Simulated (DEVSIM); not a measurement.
Schottky contact on n-type GaAs

System: Schottky contact on n-type GaAs, at 300 K.

```
layer (left to right)  material  thickness (μm)  Nd (cm⁻³)  τn (s)  τp (s)
---------------------  --------  --------------  ---------  ------  ------
1                          GaAs            16.0     8.4e15  6.5e-9  6.5e-9
```

Left contact: Schottky, work function 5.18 eV, emission velocity 5.1e6 cm/s. Right contact: ohmic. Voltage is applied to the left contact. Recombination: SRH at mid-gap, radiative. Mobility is μmin + (μ − μmin)/(1 + (N/Nref)^α).

Constants are typed, rounded textbook-type inputs, not results; the design itself was drawn at random and stands for no fabricated device. Values at 300 K.

```
parameter        GaAs
-------------  ------
gap (eV)        1.424
affinity (eV)    4.07
permittivity     12.9
Nc (cm⁻³)      4.7e17
Nv (cm⁻³)        9e18
μn (cm²/Vs)      8500
μp (cm²/Vs)       400
μn,min            500
μp,min             20
Nref,n           6e16
Nref,p         1.5e17
αn               0.39
αp               0.38
B (cm³/s)       2e-10
```

Model (solved in DEVSIM): 1D drift-diffusion, Boltzmann statistics, complete ionisation; no tunnelling, impact ionisation, image-force lowering or self-heating. Metal contacts follow the ideal Schottky-Mott rule: no Fermi-level pinning, no interface dipoles.

```yaml
potential_step_across_the_device_at_zero_bias: 1.006 V
largest_field_in_the_device_at_zero_bias: 48000 V/cm
Dark forward voltage at 1 A/cm²: 0.779 V
Dark forward voltage at 100 A/cm²: 0.921 V
```

Dark reverse current:

| V (V) | J (A/cm²) |
|---|---|
| -0.20 | -1.7e-10 |
| -0.50 | -3.5e-10 |
| -1.00 | -6.0e-10 |
| -1.50 | -8.1e-10 |
| -2.00 | -1.0e-9 |
| -3.00 | -1.3e-9 |
| -4.00 | -1.6e-9 |
| -5.00 | -1.9e-9 |
| -6.50 | -2.2e-9 |
| -8.00 | -2.5e-9 |
| -10.00 | -2.9e-9 |

Dark forward current:

```
V (V)  J (A/cm²)
-----  ---------
0.05     1.2e-10
0.10     4.2e-10
0.20      3.5e-9
0.25      1.0e-8
0.35      1.3e-7
0.40      6.3e-7
0.50      2.3e-5
0.55     0.00015
0.60      0.0010
0.70       0.048
0.75        0.33
0.85          14
0.90          65
0.95         180
1.05         540
1.10         750
1.20        1200
1.25        1400
1.35        1900
1.40        2100
```
